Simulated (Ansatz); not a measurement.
Ge3Si (I4/mmm, No. 139, 4 atoms in the cell; start mp-1187004) was calculated with LDA (Ansatz, a first-principles code, plane waves, PAW).

Run with plane-wave cutoff 520 eV, 20×20×20 k mesh, Fermi–Dirac smearing 0.05 eV, scalar-relativistic PAW data made under PBE.

Cell (relaxed at this level):

```xyz
4
Lattice="-1.9212 1.9212 4.6929 1.9212 -1.9212 4.6929 1.9212 1.9212 -4.6929" Properties=species:S:1:pos:R:3 pbc="T T T"
Si     0.0000     0.0000     0.0000
Ge     0.0000     1.9212     2.3465
Ge     1.9212     0.0000     2.3465
Ge     0.0000     0.0000     4.6929
```

Q: What does this level give for the bulk modulus B0?

A: 
- bulk modulus B0: 79.1 GPa

The run finds no gap.

Note: the bulk modulus is −V dP/dV from two relaxed cells at ±2 % in volume; the relaxation could not lower the start's symmetry, so the cell can be a saddle point above a distorted one.

Computed values are for the static lattice.

A start named mp-… is a Materials Project structure, which need not be a measured phase.
